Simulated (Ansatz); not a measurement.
Input:

```
Ni
1.0
    2.41637     0.00000     0.00000
    1.20819     2.09264     0.00000
    1.20819    -0.69755     2.02942
Ni
1
Direct
  0.00000   0.00000   0.00000
```

Spin-polarised, with starting moments of sign Ni+.

Computed with DFT with r2SCAN, PAW potentials and a 500 eV plane-wave cutoff in Ansatz (a first-principles code), no spin-orbit coupling. k-mesh 32×32×32 (Γ-centred); smearing 0.1 eV (Fermi–Dirac).

What is the computed band gap?

Zero.

What is the computed pressure (mean of the normal stresses, compression positive)?

6.1 GPa.

Other magnetic orders, which the real material may have, were not ruled out. The cells carry an imposed strain or load. Whether these cells are dynamically stable was not tested. The cell was made from Ni in the fcc (Cu type) structure (space group Fm-3m, No. 225; ferromagnetic) by this change: biaxial strain −1.77 %, plane normal [111], relaxed out of plane.
